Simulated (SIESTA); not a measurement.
SIESTA run on ZnSe (F-43m, 2 atoms in the cell): self-consistent single point.

Level of theory: GGA PBE with spin-orbit coupling, numerical atomic orbitals DZP, PseudoDojo PBE fully relativistic norm-conserving potentials (rewritten from UPF to PSML) in SIESTA.

```
ZnSe
1.0
    0.00000     2.82027     2.82027
    2.82027     0.00000     2.82027
    2.82027     2.82027     0.00000
Zn Se
1 1
Cartesian
  0.00000   0.00000   0.00000
  4.23040   4.23040   4.23040
```

Reference input (self-consistent single point, DFT, GGA PBE, numerical atomic orbitals DZP, PseudoDojo PBE standard norm-conserving potentials (rewritten from UPF to PSML)): XC.functional = GGA; XC.authors = PBE; potentials = PseudoDojo PBE standard; PAO.BasisSize = DZP; PAO.EnergyShift = 0.01 Ry; MeshCutoff = 350 Ry; kgrid.MonkhorstPack = 10 10 10; OccupationFunction = FD; ElectronicTemperature = 0.02 eV; MaxSCFIterations = 150; SCF.Mixer.Method = Pulay; SCF.Mixer.Weight = 0.1. This run's input differs from it in these lines:

```diff
@@ -1,2 +1,2 @@
-# files in the folder: Zn.psml Se.psml (PseudoDojo PBE standard)
+# files in the folder: Zn.psml Se.psml (PseudoDojo PBE fully relativistic)
 SystemName  ZnSe
@@ -34,2 +34,7 @@
 ElectronicTemperature        0.02 eV
+Spin                         spin-orbit
+%block DM.InitSpin
+  1 0.00 0.00 0.00
+  2 0.00 0.00 0.00
+%endblock DM.InitSpin
```

Output, abridged:

```
        iscf     Eharris(eV)        E_KS(eV)     FreeEng(eV)     dDmax    Ef(eV) dHmax(eV)
   scf:    1    -8936.927638    -8967.243983    -8967.244103  0.435845  0.211267 33.718367
     spin moment: {S} , |S| = {   -0.00000    0.00000   -0.00000 }     0.00000
   scf:    2    -8986.875840    -8977.990720    -8977.990720  0.117621 -1.101192 20.946353
     spin moment: {S} , |S| = {   -0.00000   -0.00000   -0.00000 }     0.00000
   scf:    3    -8986.583085    -8983.120725    -8983.120725  0.159504 -2.171058  6.600081
     spin moment: {S} , |S| = {   -0.00000    0.00000    0.00000 }     0.00000
   [... lines left out ...]
     spin moment: {S} , |S| = {    0.00000   -0.00000    0.00000 }     0.00000
   scf:    9    -8983.585204    -8983.585196    -8983.585196  0.000303 -2.361123  0.001938
     spin moment: {S} , |S| = {   -0.00000   -0.00000    0.00000 }     0.00000
mix: Pulay -- inversion failed, > SVD [rank/size] 4 / 7
   scf:   10    -8983.585197    -8983.585196    -8983.585196  0.000080 -2.362395  0.004759
     spin moment: {S} , |S| = {   -0.00000   -0.00000    0.00000 }     0.00000
   scf:   11    -8983.585195    -8983.585196    -8983.585196  0.000060 -2.361496  0.000223
     spin moment: {S} , |S| = {    0.00000    0.00000   -0.00000 }     0.00000
SCF Convergence by DM+H criterion
max |DM_out - DM_in|         :     0.0000598829
max |H_out - H_in|      (eV) :     0.0002225481
SCF cycle converged after 11 iterations

Using DM_out to compute the final energy and forces

siesta: E_KS(eV) =            -8983.5852

siesta: E_KS - E_eggbox =     -8983.5852

siesta: Atomic forces (eV/Ang):
     1    0.000035    0.000035    0.000035
     2   -0.000039   -0.000039   -0.000039
   Tot   -0.000004   -0.000004   -0.000004
   Max    0.000039
   Res    0.000037    sqrt( Sum f_i^2 / 3N )
   Max    0.000039    constrained

Stress tensor Voigt[x,y,z,yz,xz,xy] (kbar):      -36.52      -36.52      -36.52       -0.76       -0.76       -0.76
(Free)E + p*V (eV/cell)    -8982.5626
Target enthalpy (eV/cell)    -8983.5852

siesta: Program's energy decomposition (eV):
siesta: Enl(+so)=     -2761.587851
   [... lines left out ...]
siesta: FreeEng =     -8983.585196
   [... lines left out ...]
siesta:    -0.022792   -0.000477   -0.000477
siesta:    -0.000477   -0.022792   -0.000477
siesta:    -0.000477   -0.000477   -0.022792

siesta: Cell volume =         44.864182 Ang**3

siesta: Pressure (static):
siesta:                Solid            Molecule  Units
siesta:           0.00024824          0.00024828  Ry/Bohr**3
siesta:           0.02279233          0.02279582  eV/Ang**3
siesta:          36.51734230         36.52292476  kBar
```

The run converged in 11 iterations. Against the reference run the pressure hardly changes (3.64 to 3.65 GPa) and the gap on the mesh goes from 1.557 to 1.433 eV. The full log also holds: “initDM: WARNING: atom 1 has a closed-shell and cannot be polarized”.

The starting cell comes from a database of computed structures (which also holds hypothetical and non-ambient phases and stackings), without a prior relaxation at this level. Its lattice was rescaled by a random factor within 2.5 % of one. Values carry the incompleteness of an atom-centred basis. With a pressure of about 4 GPa the cell is away from its equilibrium volume at this level.

Cost on one core of a shared machine: roughly 90 s.
